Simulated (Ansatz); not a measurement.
CsPbCl3: stress against strain

CsPbCl3 (cubic perovskite, Pm-3m, 35.477 Å³/atom at rest, cube axes along x, y and z) under a strain ε along a cube axis (axis z), the other axes held. PBEsol in Ansatz, a plane-wave DFT program (PAW, default set), 420 eV, 6×6×6 Γ-centred mesh, Fermi-Dirac smearing 0.05 eV; ions are relaxed within the symmetry of each cell. Stress is positive for a compressed cell.

Here s stands for strain and y for stress zz.

```csv
strain (%),stress zz (GPa)
-1.20,0.76
-0.60,0.37
0.00,0.00
0.60,-0.34
1.20,-0.66
3.00,?
```

**Question.** Using a straight line, estimate the missing y at s = 3.00 from the other rows, showing the fit.

**Answer.** Means: s 0, y 0.026. About the means, the sum of products is -2.1300 and the sum of squares of s is 3.6000; the slope is their ratio. Least squares gives y = 0.026 - 0.5917·s. Residuals (row less fit): 0.024, -0.011, -0.026, -0.011, 0.024; standard error 0.026 (degrees of freedom: 3). The slope gives the elastic constant C11 = 59 ± 1.4 GPa. At the withheld row, y = 0.026 - 0.5917 × 3.0 = -1.749 GPa. The calculation gives -1.48 GPa, 0.269 GPa above the prediction (12.0 % of the range of y in the table). The row lies outside the fitted rows, so this is an extrapolation. From the scatter of the fitted rows alone, a prediction at this place has a standard error of 0.051 GPa, so the miss is 5.3 times that.

One order more, fitted to all 11 runs of the series, follows each within 0.01, so the miss is the next term of a smooth law. The primitive cell can neither tilt nor turn polar against its symmetry, as such crystals can under strain. CsPbCl3 is here the ideal cubic form; the compound distorts at low or room temperature. Rows are the converged runs of the series near zero and its far end; series whose fitted rows scatter by over a few per cent of the range, as at a crossing or softening among them, aren't shown in this form. Most that stay on the fit to the last digits aren't either.
